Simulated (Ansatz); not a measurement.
## A constructed model of the (100) surface of fcc Al, a pseudomorphic layer of Sc in the host's stacking (bottom of the slab: a bare face, its two planes held)

The numbers are results of PBE (plane waves to 420 eV, PAW; Ansatz, a quantum-chemistry and plane-wave program), not measurements.

Slab: 7 atoms, 12.4 Å thick at the start; k 13x13x1, smearing 0.1 eV, dipole-corrected; 2 atoms held, the rest relaxed; start symmetry kept, larger cells not searched; no spin, no spin-orbit, no U. It is one candidate, not shown to be the stable structure of the face.

- work function of the top face: 3.73 eV
- energy released by relaxation: 0.017 eV
- cost: around 110 core-seconds (rough)
